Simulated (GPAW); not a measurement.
Worked example: self-consistent single point of ReAu₂ (Fd-3m, 6 atoms in the cell) in GPAW.

Level of theory: PBE, GPAW PAW datasets PBE (gpaw-data 1.0.1) (plane waves; GPAW 25.7.0).

```
ReAu2
1.0
    0.00000     3.95483     3.95483
    3.95483     0.00000     3.95483
    3.95483     3.95483     0.00000
Au Re
4 2
Direct
  0.12500   0.12500   0.12500
  0.62500   0.12500   0.12500
  0.12500   0.62500   0.12500
  0.12500   0.12500   0.62500
  0.75000   0.75000   0.75000
  0.50000   0.50000   0.50000
```

Reference input (self-consistent single point, DFT PBE, plane waves, GPAW PAW datasets PBE (gpaw-data 1.0.1)): mode = pw; ecut = 600 eV; xc = PBE; kpts = 5 5 5; mesh shift (steps) = 0 0 0; occupations.name = methfessel-paxton; occupations.width = 0.272 eV; occupations.order = 1; nbands = -12; symmetry.symmorphic = false; symmetry.tolerance = 0.0005; maxiter = 150. This run's input differs from it in these lines:

```diff
@@ -18,3 +18,3 @@
             xc='PBE',
-            kpts=(5, 5, 5),
+            kpts={'size': (6, 6, 6), 'gamma': True},
             occupations={'name': 'methfessel-paxton', 'width': 0.272, 'order': 1},
```

Output, abridged:

```
     iter     time        total  log10-change:
                         energy   eigst   dens
iter:   1 --:--:--   -30.572074
iter:   2 --:--:--   -29.404507   -1.60  -1.28
iter:   3 --:--:--   -28.958379   -2.30  -1.34
iter:   4 --:--:--   -28.159876   -1.16  -1.36
iter:   5 --:--:--   -28.020413   -1.96  -1.78
iter:   6 --:--:--   -28.018823   -2.82  -2.04
iter:   7 --:--:--   -27.945538   -2.22  -2.07
iter:   8 --:--:--   -27.940003   -3.67  -2.35
iter:   9 --:--:--   -27.939944c  -4.53  -3.19
iter:  10 --:--:--   -27.940283c  -4.71  -3.32
iter:  11 --:--:--   -27.939883c  -4.43  -3.09
iter:  12 --:--:--   -27.939873c  -6.03  -3.94
iter:  13 --:--:--   -27.939884c  -6.17  -4.02c
iter:  14 --:--:--   -27.939870c  -5.80  -3.71
iter:  15 --:--:--   -27.939864c  -6.61  -4.09c
iter:  16 --:--:--   -27.939869c  -7.12  -4.50c
iter:  17 --:--:--   -27.939869c  -7.81c -4.67c
Converged after 17 iterations.

Dipole moment: (-26.632365, -26.632365, -26.632365) |e|*Ang

Energy contributions relative to reference atoms: (reference = -2973768.195469)

Kinetic:       -110.804362
Potential:      +92.365644
External:        +0.000000
XC:             -10.185091
Entropy (-ST):   +0.058592
Local:           +0.644879
SIC:             +0.000000
--------------------------
Free energy:    -27.920338
Extrapolated:   -27.939869

Showing only first 2 kpts
 Kpt  Band  Eigenvalues  Occupancy
  0    33      7.23253    2.00127
  0    34      7.23253    2.00127
  0    35      7.93437    1.08382
  0    36      8.47221   -0.02005

  1    33      7.42184    2.01968
  1    34      7.42184    2.01968
  1    35      8.37351   -0.04938
  1    36      8.38136   -0.04671

Fermi level: 7.94786

No gap
   [... lines left out ...]
  0 Au    0.00000   -0.00000   -0.00000
  1 Au    0.00000   -0.00000   -0.00000
  2 Au    0.00000    0.00000    0.00000
  3 Au    0.00000   -0.00000   -0.00000
  4 Re   -0.00000    0.00000    0.00000
  5 Re   -0.00000    0.00000    0.00000

Stress tensor:
     0.122072     0.000000    -0.000000
     0.000000     0.122072    -0.000000
    -0.000000    -0.000000     0.122072
Stress (GPa, Voigt): [19.5581 19.5581 19.5581 -0.     -0.      0.    ]
```

The run converged in 17 iterations. GPAW prints stress with tension positive. Against the reference run the free energy goes down by 3.8 meV/atom and the pressure moves little (-19.52 to -19.56 GPa).

The starting cell was generated: these elements placed on a structure prototype, without a prior relaxation; it need not be a known phase or ordering of this composition. Its lattice was rescaled by a random factor within 2.5 % of one. Spin polarisation is off. With a pressure of about -20 GPa the cell is away from its equilibrium volume at this level.

Cost on one core of a shared machine: roughly 2 min.
